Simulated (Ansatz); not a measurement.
Data:

End structure of a constructed model of the (100) surface of bcc Fe, ferromagnetic (in the relaxation 1 Fe–Os bonds formed), a pseudomorphic layer of Os in the host's stacking (bottom of the slab: a bare face, its two planes held):

```
CELL_PARAMETERS angstrom
      2.83070     0.00000     0.00000
      0.00000     2.83070     0.00000
      0.00000     0.00000    25.50000
ATOMIC_POSITIONS crystal
  Fe 0.50000 0.50000 0.32064
  Fe 0.00000 0.00000 0.37614
  Fe 0.50000 0.50000 0.43295
  Fe 0.00000 0.00000 0.48925
  Fe 0.50000 0.50000 0.54478
  Fe 0.00000 0.00000 0.60225
  Os 0.50000 0.50000 0.65942
```

Slab: 7 atoms, 9.1 Å thick at the start (thin: gaps and levels are the slab's own); k 13x13x1, smearing 0.1 eV, dipole-corrected; 2 atoms held, the rest relaxed; start symmetry kept, larger cells not searched; spin-polarised, ending with about 14.7 μB a cell; orders that need a larger cell were not tried, no spin-orbit, no U. It is one candidate, not shown to be the stable structure of the face.

**Question.** Give the work function of the top face at the level PBE (Ansatz, an electronic-structure program).

**Answer.** 5.06 eV
